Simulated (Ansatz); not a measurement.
The starting structures come from a database of crystals and need not be the phases stable at ambient conditions.

# Evanescent states of K$_{2}$Os(Cl$_{2}$O)$_{2}$ (I4/mmm, not sure to be the ambient phase, 9 atoms a cell, 25.5 Å³ an atom, -2 GPa at this level) along the normal of (100)

All values below come from PBEsol (plane waves, PAW; Ansatz, an electronic-structure program).

The gap is the functional's own. No spin-orbit coupling. Mid-gap values are interpolated on the energy grid.

Energies count from the valence-band top; κ is the least over a 4×4 mesh across the current.

```
E (eV)  κ (1/Å)  where
------  -------  -----
0.04      0.135  off Γ
0.14      0.228  off Γ
0.23      0.291  off Γ
0.32      0.341  off Γ
0.41      0.384  off Γ
0.49      0.418  off Γ
0.58      0.410  off Γ
0.68      0.401  off Γ
0.77      0.393  off Γ
0.85      0.383  off Γ
0.94      0.373  off Γ
1.03      0.362  off Γ
1.12      0.349  off Γ
1.22      0.336  off Γ
1.30      0.321  off Γ
1.40      0.304  off Γ
1.49      0.284  off Γ
1.57      0.262  off Γ
```

Problem. How thick must the barrier be to attenuate the transmission by 10^4 when the electrodes' Fermi level lies at 0.14 eV, and what attenuation does that film give at 0.32 eV?

Solution. d = 4 ln 10 / (2 × 0.228) = 20.2 Å. At 0.32 eV it gives 4 × 0.341/0.228 = 6.0 decades.
